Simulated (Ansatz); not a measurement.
# What isotropic strain +1.97 % does to SnO

Consider SnO in the litharge type structure (space group P4/nmm, No. 129; a = 3.8362 Å, c = 4.7574 Å; layered, stacked along the Cartesian z axis).

Now apply this change: the cell is scaled by 1.0197 in all directions; the atoms relax in the strained cell.

Computed with DFT with PBE-D3(BJ), PAW potentials and a 420 eV plane-wave cutoff in Ansatz (a first-principles code), scalar-relativistic without spin-orbit coupling, earlier PAW set. Γ-centred 12×12×10 mesh, Fermi–Dirac width 0.05 eV.

The space group stays P4/nmm (No. 129) and the shortest interatomic distance goes up by 0.0226 Å, from 2.241 Å to 2.263 Å. The energy rises by 8.9 meV/atom and the pressure (mean of the normal stresses, compression positive) goes from zero to -2.6 GPa. The band gap becomes 0.44 eV (base: zero) and the gap character goes from absent to indirect, k = (0.083, 0.083, 0) in the run's primitive reciprocal basis → M.

Final structure:

```
CELL_PARAMETERS angstrom
      3.91176     0.00000     0.00000
      0.00000     3.91176     0.00000
      0.00000     0.00000     4.85108
ATOMIC_POSITIONS crystal
  Sn 0.50000 0.00000 0.23471
  Sn 0.00000 0.50000 0.76529
  O  0.00000 0.00000 0.00000
  O  0.50000 0.50000 0.00000
```

Whether these cells are dynamically stable was not tested. The final runs are not spin-polarised. The zero or small gap of SnO can change with the level of theory.
